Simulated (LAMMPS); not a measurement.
LAMMPS 22 Jul 2025, classical MD, EAM (NiAlH_jea.eam.alloy): NiAl, 2685 atoms.

- task: MD, nve
- potential: EAM, NiAlH_jea.eam.alloy
- copies of the repeat unit: 14×14×14
- shape (slab and sphere leave vacuum in the box): sphere
- temperature: 800 K
- steps: 5000
- timestep: 2 fs
- neighbor skin: 2 Å
- neigh_modify: every 1 delay 0 check yes
- thermo: 100
- newton: on (default)
- atom_modify sort (bins of 2 Å where set): 1000 (default)
- comm_style: brick (default)
- box: 80.8 × 80.8 × 80.8 Å, the particle off centre in vacuum
- start: generated B2 lattice, warmed in an untimed run
- compared values: energy and forces of the first step, drift over the run

Hardware: Arm Neoverse V2, 96 cores on 1 socket, no SMT, 1 L3 cache group.

Times are wall-clock medians of two to five runs, from launch to exit, with nothing else on the machine. Unless noted, each process is bound to its own block of adjacent cores. The build: PyPI wheel: MPICH, OPENMP and OPT packages; another build can shift the numbers. Scratch files lie in a memory file system. A preparatory run goes ahead and isn't timed.

First run (64 ranks, processors = * * * (default), balance = none (default), suffix = none (plain styles) (default)):

```
Loop time of 2.23737 on 64 procs for 5000 steps with 2685 atoms

Performance: 386.167 ns/day, 0.062 hours/ns, 2234.764 timesteps/s, 6.000 Matom-step/s
75.6% CPU use with 64 MPI tasks x 1 OpenMP threads

MPI task timing breakdown:
Section |  min time  |  avg time  |  max time  |%varavg| %total
---------------------------------------------------------------
Pair    | 0.025484   | 0.96543    | 1.9594     |  46.5 | 43.15
Neigh   | 0.00017869 | 0.0081208  | 0.073932   |  23.2 |  0.36
Comm    | 0.0068     | 0.077683   | 0.41025    |  31.4 |  3.47
Output  | 0.00082438 | 0.0017747  | 0.0020177  |   0.7 |  0.08
Modify  | 0.00049995 | 0.0019354  | 0.011077   |   7.7 |  0.09
Other   |            | 1.182      |            |       | 52.85

Nlocal:        41.9531 ave         341 max           0 min
Histogram: 56 0 0 0 0 0 0 0 0 8
Nghost:        184.453 ave         905 max           0 min
Histogram: 32 1 23 0 0 0 0 0 0 8
Neighs:        2593.88 ave       24330 max           0 min
Histogram: 56 0 0 0 0 0 0 3 2 3

Total # of neighbors = 166008
Ave neighs/atom = 61.827933
Neighbor list builds = 148
Dangerous builds = 0
```

Second run:

```
Loop time of 1.19606 on 64 procs for 5000 steps with 2685 atoms

Performance: 722.371 ns/day, 0.033 hours/ns, 4180.385 timesteps/s, 11.224 Matom-step/s
80.3% CPU use with 64 MPI tasks x 1 OpenMP threads

MPI task timing breakdown:
Section |  min time  |  avg time  |  max time  |%varavg| %total
---------------------------------------------------------------
Pair    | 0.013471   | 0.44069    | 0.89358    |  48.9 | 36.85
Neigh   | 0.00031718 | 0.0084955  | 0.028571   |  11.1 |  0.71
Comm    | 0.004955   | 0.1981     | 0.44498    |  39.4 | 16.56
Output  | 0.0007641  | 0.0015658  | 0.002263   |   1.6 |  0.13
Modify  | 0.00044736 | 0.0019554  | 0.0051202  |   3.8 |  0.16
Other   |            | 0.5453     |            |       | 45.59

Nlocal:        41.9531 ave         141 max           0 min
Histogram: 35 1 2 2 2 6 3 1 6 6
Nghost:        609.719 ave        1883 max           0 min
Histogram: 30 4 4 4 2 2 2 4 6 6
Neighs:        2599.88 ave        9049 max           0 min
Histogram: 36 2 2 2 2 4 4 0 5 7

Total # of neighbors = 166392
Ave neighs/atom = 61.97095
Neighbor list builds = 149
Dangerous builds = 0
```

**Question.** Which of these changes turns the first timing block into the second?
A. 8 ranks × 8 threads, suffix = omp
B. processors = 4 4 4
C. balance = fix b all balance 200 1.1 shift xyz 10 1.05 weight time 0.8
D. processors = 64 1 1

**Answer.** D, processors = 64 1 1. The largest move is in other (Other): 1.2 s to 0.55 s. What the program resolved moves too: grid of ranks from 4 by 4 by 4 to 64 by 1 by 1. The other changes gave 2.5 s (processors = 4 4 4), 0.85 s (balance = fix b all balance 200 1.1 shift xyz 10 1.05 weight time 0.8), 2.5 s (8 ranks × 8 threads, suffix = omp), against 1.4 s here and 2.5 s at first.
